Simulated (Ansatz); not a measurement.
PtSb2: pressure series

The reference is PtSb₂ (space group Pa-3, No. 205; a = 6.463 Å).

Cell and atoms are relaxed at each pressure.

Calculations: plane-wave PAW DFT at the PBEsol level (Ansatz, a quantum-chemistry and plane-wave program, 420 eV), without spin-orbit coupling.

Notes on the quantities. enthalpy: H = E + PV relative to the base's energy.

| change | density | shortest interatomic distance | enthalpy |
|---|---|---|---|
| base | 10.79 g/cm³ | 2.679 Å | – |
| pressure −2 GPa | 10.60 g/cm³ | 2.694 Å | -0.28 eV/atom |
| pressure −1 GPa | 10.70 g/cm³ | 2.686 Å | -0.14 eV/atom |
| pressure 0.3 GPa | 10.82 g/cm³ | 2.676 Å | +0.04 eV/atom |
| pressure 0.7 GPa | 10.85 g/cm³ | 2.673 Å | +0.10 eV/atom |
| pressure 1.5 GPa | 10.92 g/cm³ | 2.668 Å | +0.21 eV/atom |
| pressure 3 GPa | 11.05 g/cm³ | 2.657 Å | +0.42 eV/atom |
| pressure 5 GPa | 11.21 g/cm³ | 2.645 Å | +0.69 eV/atom |
| pressure 7.5 GPa | 11.39 g/cm³ | 2.630 Å | +1.02 eV/atom |
| pressure 10 GPa | 11.57 g/cm³ | 2.616 Å | +1.35 eV/atom |

Load acts through the strain it causes; cell and atoms are relaxed under it. No phonon test of stability was made. Competing high-pressure phases were not computed. The final runs are not spin-polarised.
